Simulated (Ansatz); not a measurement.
The starting structures come from a database of crystals and need not be the phases stable at ambient conditions.

 Where the default PAW files enter, the runs use the earlier of Ansatz's two default sets.

Tunnelling through a barrier is set by its complex band structure: the current falls as exp(−2κd) with the smallest κ.

Input:

```xyz
9
Lattice="4.5383 0.0000 0.0000 0.0000 5.7178 0.0000 0.0000 -2.8589 4.9518" Properties=species:S:1:pos:R:3 pbc="T T T"
Ba     3.3264     0.0000     3.3012
Ba     1.2119     2.8589     1.6506
Mg     0.0000     0.0000     0.0000
H      1.0196     1.3977     4.1082
H      3.5187     1.4612     0.8436
H      1.0196     0.0000     1.6872
H      3.5187     2.8589     3.2646
H      1.0196    -1.3977     4.1082
H      3.5187     4.2566     0.8436
```

Space group of this cell: P-3m1. The cell is taken as given.

Transport runs along the normal of the first two printed cell vectors, the (100) plane of the conventional cell.

The gap is the functional's own. No spin-orbit coupling. Mid-gap values are interpolated on the energy grid.

Problem. Predict the band gap and the smallest decay constant κ at mid-gap from r2SCAN (Ansatz, an electronic-structure program).

Solution. Gap 3.44 eV on a 8×6×6 mesh; κ = 0.342 1/Å, at (0.250, 0.000) of the in-plane reciprocal vectors. At the zone centre, at the nearest computed energy, the slowest state has κ = 0.35 1/Å.
